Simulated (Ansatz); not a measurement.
Defect migration in zinc-blende InP: P vacancy, charge state +3. These are PBE, PAW (plane waves to 420 eV; Ansatz, a program for electronic structure) values and carry that method's errors.

Cell of 64 host sites held at the relaxed PBE lattice; one k-point at (0.250, 0.250, 0.250); Fermi-Dirac width 0.05 eV, spin-restricted; finite-size errors left in. No zero-point or tunnelling terms. PBE gaps are too small, and in this host the defect's levels may merge with the bands. The charge state is imposed; whether it is stable for some Fermi level was not computed. Forms of the defect that were not tried may lie lower.

Barriers: single points on a 2×2×2 k-point mesh shifted by half a step at the bands' geometries (they differ from the bands' own by up to 0.08 eV, and are uncertain by about as much).

Relaxed starting cell (atoms counted from 1):

```yaml
crystal:
  lattice:
    - [11.92000, 0.00000, 0.00000]
    - [0.00000, 11.92000, 0.00000]
    - [0.00000, 0.00000, 11.92000]
  atoms:
    - { symbol: In, position: [0.99932, 0.99972, 0.99617] }
    - { symbol: In, position: [0.97274, 0.97309, 0.52650] }
    - { symbol: In, position: [0.99856, 0.50178, 0.99816] }
    - { symbol: In, position: [0.00029, 0.50353, 0.49994] }
    - { symbol: In, position: [0.50131, 0.99898, 0.99823] }
    - { symbol: In, position: [0.50314, 0.00057, 0.49990] }
    - { symbol: In, position: [0.50018, 0.50059, 0.99992] }
    - { symbol: In, position: [0.50190, 0.50237, 0.50213] }
    - { symbol: P, position: [0.12473, 0.12515, 0.87583] }
    - { symbol: P, position: [0.12472, 0.62555, 0.37541] }
    - { symbol: P, position: [0.12486, 0.62519, 0.87546] }
    - { symbol: P, position: [0.62507, 0.12517, 0.37544] }
    - { symbol: P, position: [0.62479, 0.12520, 0.87549] }
    - { symbol: P, position: [0.62478, 0.62521, 0.37545] }
    - { symbol: P, position: [0.62459, 0.62501, 0.87527] }
    - { symbol: In, position: [0.97275, 0.27625, 0.22338] }
    - { symbol: In, position: [0.00028, 0.24965, 0.75380] }
    - { symbol: In, position: [0.99937, 0.74594, 0.24995] }
    - { symbol: In, position: [0.99861, 0.74791, 0.75203] }
    - { symbol: In, position: [0.50315, 0.24962, 0.25083] }
    - { symbol: In, position: [0.50189, 0.25182, 0.75261] }
    - { symbol: In, position: [0.50127, 0.74799, 0.24929] }
    - { symbol: In, position: [0.50021, 0.74967, 0.75084] }
    - { symbol: P, position: [0.12819, 0.37758, 0.12342] }
    - { symbol: P, position: [0.12170, 0.37778, 0.62806] }
    - { symbol: P, position: [0.12059, 0.87265, 0.12288] }
    - { symbol: P, position: [0.12819, 0.87315, 0.62784] }
    - { symbol: P, position: [0.62453, 0.37546, 0.12519] }
    - { symbol: P, position: [0.62517, 0.37561, 0.62589] }
    - { symbol: P, position: [0.62434, 0.87430, 0.12459] }
    - { symbol: P, position: [0.62455, 0.87496, 0.62572] }
    - { symbol: In, position: [0.27581, 0.97321, 0.22342] }
    - { symbol: In, position: [0.24923, 0.00071, 0.75379] }
    - { symbol: In, position: [0.24923, 0.50354, 0.25095] }
    - { symbol: In, position: [0.25127, 0.50220, 0.75247] }
    - { symbol: In, position: [0.74551, 0.99981, 0.25005] }
    - { symbol: In, position: [0.74758, 0.99911, 0.75197] }
    - { symbol: In, position: [0.74756, 0.50169, 0.24935] }
    - { symbol: In, position: [0.74923, 0.50062, 0.75086] }
    - { symbol: P, position: [0.37716, 0.12861, 0.12340] }
    - { symbol: P, position: [0.37753, 0.12208, 0.62815] }
    - { symbol: P, position: [0.37500, 0.62492, 0.12519] }
    - { symbol: P, position: [0.37518, 0.62556, 0.62595] }
    - { symbol: P, position: [0.87217, 0.12104, 0.12284] }
    - { symbol: P, position: [0.87282, 0.12860, 0.62778] }
    - { symbol: P, position: [0.87388, 0.62468, 0.12461] }
    - { symbol: P, position: [0.87452, 0.62492, 0.62567] }
    - { symbol: In, position: [0.24946, 0.24988, 0.99697] }
    - { symbol: In, position: [0.27676, 0.27705, 0.52726] }
    - { symbol: In, position: [0.25083, 0.74826, 0.99853] }
    - { symbol: In, position: [0.24948, 0.74669, 0.50009] }
    - { symbol: In, position: [0.74778, 0.25129, 0.99849] }
    - { symbol: In, position: [0.74633, 0.24984, 0.50008] }
    - { symbol: In, position: [0.74889, 0.74925, 0.99950] }
    - { symbol: In, position: [0.74774, 0.74819, 0.50157] }
    - { symbol: P, position: [0.37758, 0.37794, 0.37232] }
    - { symbol: P, position: [0.37519, 0.37567, 0.87579] }
    - { symbol: P, position: [0.37710, 0.87320, 0.37886] }
    - { symbol: P, position: [0.37500, 0.87491, 0.87516] }
    - { symbol: P, position: [0.87281, 0.37753, 0.37888] }
    - { symbol: P, position: [0.87450, 0.37541, 0.87517] }
    - { symbol: P, position: [0.87214, 0.87256, 0.37129] }
    - { symbol: P, position: [0.87389, 0.87432, 0.87492] }
```
Cell charge +3.

End state 1 differs by these moves (Å; atoms that move under 0.08 Å are left out):

```json
[
 {"atom": "2", "element": "In", "Δx": "0.32", "Δy": "0.27", "Δz": "-0.32"},
 {"atom": "4", "element": "In", "Δx": "-0.33", "Δy": "0.27", "Δz": "-0.32"},
 {"atom": "16", "element": "In", "Δx": "0.32", "Δy": "-0.32", "Δz": "0.27"},
 {"atom": "17", "element": "In", "Δx": "-0.33", "Δy": "-0.32", "Δz": "0.27"},
 {"atom": "25", "element": "P", "Δx": "-0.01", "Δy": "-3.05", "Δz": "-3.05"},
 {"atom": "32", "element": "In", "Δx": "-0.29", "Δy": "0.29", "Δz": "0.29"},
 {"atom": "35", "element": "In", "Δx": "0.31", "Δy": "0.29", "Δz": "0.29"},
 {"atom": "45", "element": "P", "Δx": "-0.01", "Δy": "-0.08", "Δz": "-0.08"},
 {"atom": "49", "element": "In", "Δx": "-0.01", "Δy": "-0.65", "Δz": "-0.65"},
 {"atom": "60", "element": "P", "Δx": "-0.01", "Δy": "-0.08", "Δz": "-0.08"}
]
```

Give the forward and backward barriers to end state 1 at the level PBE, PAW.

forward 1.73 eV, backward 1.73 eV; at the saddle point atom 25 has neighbours In at 2.48, In at 2.94, In at 2.95, In at 3.00, In at 3.01 Å. The saddle point's order was not checked, and it lies on a symmetry element of the cell, where a band can be held.
